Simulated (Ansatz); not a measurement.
The starting structures come from a database of crystals and need not be the phases stable at ambient conditions.

 Where the default PAW files enter, the runs use the earlier of Ansatz's two default sets.

The decay constant κ of evanescent states in the gap governs leakage through a thin film.

Here is the system:

```
CELL_PARAMETERS angstrom
      6.11553     0.00000     0.00000
      3.04902     5.30124     0.00000
      0.02903    -3.52074     5.09640
ATOMIC_POSITIONS crystal
  Ba 0.75264 0.99171 0.23907
  Ba 0.24736 0.00829 0.76093
  Sr 0.00000 0.50000 0.50000
  W  0.50000 0.50000 0.00000
  O  0.31532 0.94441 0.17683
  O  0.68468 0.05559 0.82317
  O  0.23242 0.50785 0.82317
  O  0.76758 0.49215 0.17683
  O  0.28086 0.57408 0.29322
  O  0.71914 0.42592 0.70678
```

Space group of this cell: C2/m. The cell is taken as given; by PBEsol its mean pressure is -7.6 GPa.

Transport runs along the normal of the first two printed cell vectors.

The gap is the functional's own. No spin-orbit coupling. Mid-gap values are interpolated on the energy grid.

Q: Predict the band gap and the smallest decay constant κ at mid-gap from PBEsol (Ansatz, a first-principles code).

A: Gap 2.72 eV on a 8×8×8 mesh; κ = 0.379 1/Å, at the zone centre.
